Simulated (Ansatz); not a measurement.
**Fermi-surface data of ReC (P-6m2)**

Here is the system:

```xyz
2
Lattice="2.8808 0.0000 0.0000 -1.4404 2.4949 0.0000 0.0000 0.0000 2.8112" Properties=species:S:1:pos:R:3 pbc="T T T"
Re     0.0000     0.0000     0.0000
C      0.0000     1.6633     1.4056
```

Method: PBE, rigid bands (plane waves, PAW, scalar-relativistic; Ansatz, an electronic-structure program). Condition of this run: functional PBE, cell relaxed with it. Cell: cell and atoms relaxed with PBE.

```json
{
 "density of states at the Fermi level": "0.805 states/(eV·cell), both spins",
 "bare Sommerfeld coefficient": "0.95 mJ/(mol of atoms·K²)",
 "drude_plasma_energy": "6.9 (x), 6.9 (y), 7.7 (z) eV",
 "root-mean-square Fermi velocity": "7.0e5 m/s",
 "resistivity times τ": "10.2 (x), 10.2 (y), 8.3 (z) ×10⁻²² Ω·m·s"
}
```

A metal at this level (no band gap); rigid bands, thermally averaged at 300 K, both spins. Spin-orbit coupling is left out, which matters with elements this heavy. τ is one relaxation time for all states.

Computed structure with no diffraction record at hand here (it may be known, metastable or hypothetical): ReC (P-6m2).
